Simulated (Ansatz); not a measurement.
Results of LDA (Ansatz, a program for electronic structure, PAW) for Si (C2/m, No. 12, 8 atoms in the cell; start mp-1079297; another form than the element's usual one).

Settings: plane-wave cutoff 520 eV, 10×10×6 k mesh (along the axes of the cell as run), Fermi–Dirac smearing 0.01 eV, scalar-relativistic PAW data made under PBE.

Cell (relaxed at this level):

```yaml
crystal:
  lattice:
    - [6.85934, -1.90825, 0.00114]
    - [6.85934, 1.90825, 0.00114]
    - [-0.73990, 0.00000, 6.24725]
  atoms:
    - { symbol: Si, position: [0.05523, 0.05523, 0.87329] }
    - { symbol: Si, position: [0.94477, 0.94477, 0.12671] }
    - { symbol: Si, position: [0.55899, 0.55899, 0.65324] }
    - { symbol: Si, position: [0.44101, 0.44101, 0.34676] }
    - { symbol: Si, position: [0.21248, 0.21248, 0.05710] }
    - { symbol: Si, position: [0.78752, 0.78752, 0.94290] }
    - { symbol: Si, position: [0.72705, 0.72705, 0.58570] }
    - { symbol: Si, position: [0.27295, 0.27295, 0.41430] }
```

Give the computed band gap and smallest direct gap on the k points sampled.


* **band gap**: 0.13 eV (indirect)
* **smallest direct gap on the k points sampled**: 0.42 eV

Computed values are for the static lattice.

Computing time: roughly 2.2 core-minutes.

A start named mp-… is a Materials Project structure, which need not be a measured phase.
